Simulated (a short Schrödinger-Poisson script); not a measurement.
Stack: MOS inversion layer, SiO2 on p-type Si(100), at 400 K.

From the gate side: 1.5 nm SiO2; 210 nm Si, acceptors 4e18 cm⁻³.

The device is made up for the run: typed textbook-type constants, with dimensions and the other settings drawn at random. SiO2: permittivity 3.9, conduction-band edge (eV) 3.15, gap (eV) 9, electron mass (mₑ) 0.5. Si: permittivity 11.7, conduction-band edge (eV) 0, gap (eV) 1.124, Nv at 300 K (cm⁻³) 3.1e19.

Channel valleys (confinement mass, in-plane density-of-states mass, number): Δ2 0.916, 0.19, 2; Δ4 0.19, 0.417, 4. At the gate the conduction-band edge of layer 1 lies 3.4 eV − eVg above the Fermi level of the channel; the field vanishes at the back. Gaps are held at their typed values at every temperature. Mesh 0.03 nm at interfaces.

From a short Schrödinger-Poisson script (our own, NumPy): 1D Poisson equation in equilibrium, electrons quantum, Hartree (BenDaniel-Duke, 12 states a valley, the channel's in-plane mass for all, wave functions ending at the dielectric), parabolic valleys, classical holes, full ionisation, no traps, pinning or gate leakage.

```tsv
Vg (V)	electrons (cm⁻²)	C (μF/cm²)	Δ2 E0 (meV from the Fermi level)	Δ4 E0 (meV from the Fermi level)
0.6	1.23e9	0.487	295.4	409.8
0.65	3.54e9	0.485	258.7	375.0
0.7	1.02e10	0.493	222.0	340.3
0.75	2.88e10	0.532	185.8	305.9
0.8	7.77e10	0.632	151.3	273.2
0.85	1.88e11	0.817	120.3	244.1
0.9	3.87e11	1.04	94.7	220.2
0.95	6.77e11	1.24	74.5	201.8
1	1.04e12	1.39	58.7	187.8
1.05	1.45e12	1.49	45.9	176.7
1.1	1.90e12	1.56	35.3	167.8
1.15	2.37e12	1.62	26.2	160.4
1.2	2.86e12	1.66	18.2	154.1
1.25	3.37e12	1.69	11.0	148.6
1.3	3.88e12	1.72	4.5	143.7
1.35	4.41e12	1.74	-1.5	139.4
1.4	4.94e12	1.76	-7.2	135.4
1.45	5.48e12	1.77	-12.4	131.7
```

Gate voltages with under 1e9 electrons/cm² are left out.

Q: At Vg = 1.45 V the lowest Δ2 subband lies at -12.4 meV from the Fermi level. How many electrons does it hold, and what share of all?

A: The two-dimensional density of states is g m/(πħ²) = 1.59e11 cm⁻² meV⁻¹ (both spins), kT = 34.5 meV, so n = D kT ln(1 + exp(−E/kT)) = 4.87e12 cm⁻², 0.89 of the 5.48e12 cm⁻² in all.

Q: Compare the slope of the sheet density between 1.35 and 1.45 V with the geometric capacitance of the layers between gate and channel.

A: q Δn/ΔV = 1.71 μF/cm²; ε0/Σ(t/ε) = 2.30 μF/cm². The ratio is 0.74: the channel acts as a further capacitance in series.
